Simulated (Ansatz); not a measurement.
Start from Al$_{2}$O$_{3}$ in the corundum structure (space group R-3c, No. 167; a = 4.7738 Å, c = 13.0147 Å (hexagonal axes)). Axes: x lies along a and z along c of the hexagonal cell.

Calculations: Ansatz (an electronic-structure program) PBEsol, spin-orbit coupling left out.

Base values:

```
Quantity                        Result
-----------------------------  -------
Shortest interatomic distance  1.861 Å
Band gap                       6.03 eV
```

Now apply this change: uniaxial strain ε_zz = +3.00 %, all other strain components held at zero, atoms relaxed at fixed cell.

Question: What happens to the shortest interatomic distance and band gap?

Answer: The shortest interatomic distance increases by 0.0154 Å to 1.877 Å; the band gap shrinks by 0.40 eV, from 6.03 eV to 5.63 eV.

Gaps are Kohn–Sham eigenvalue differences; semilocal functionals usually give less than the measured gap. Whether these cells are dynamically stable was not tested.
